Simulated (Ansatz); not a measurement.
Ag2S (within 0.1 Å of Cmcm, No. 63, 6 atoms in the cell; start mp-36216; a measured phase of this formula has another space group) was calculated with dielectric-dependent PBEsol hybrid (Ansatz, a first-principles code, PAW).

Settings: plane-wave cutoff 460 eV, 6×6×4 k mesh (along the axes of the cell as run), Fermi–Dirac smearing 0.01 eV, no spin polarisation, scalar-relativistic PAW data made under PBE.

Cell (relaxed with PBEsol):

Space group Cmcm (No. 63); a = 4.6530 Å, b = 6.9326 Å, c = 7.2120 Å, α = β = γ = 90.00°

| atom | site | symmetry | x | y | z |
|---|---|---|---|---|---|
| Ag | 4a | 2/m.. | 0.0000 | 0.0000 | 0.0000 |
| Ag | 4c | m2m | 0.0000 | 0.6068 | 0.2500 |
| S | 4c | m2m | 0.0000 | 0.2269 | 0.2500 |
(The calculation used a cell of 6 atoms; values per cell refer to that cell.)

Question: Estimate the band gap that the calculation returns.

Answer: 
- band gap: 1.59 eV (on the SCF k mesh)

Note: cell and atoms aren't relaxed at this level (pressure 0.4 GPa).

Spin–orbit coupling is not included.

Computed values are for the static lattice.

A start named mp-… is a Materials Project structure, which need not be a measured phase.
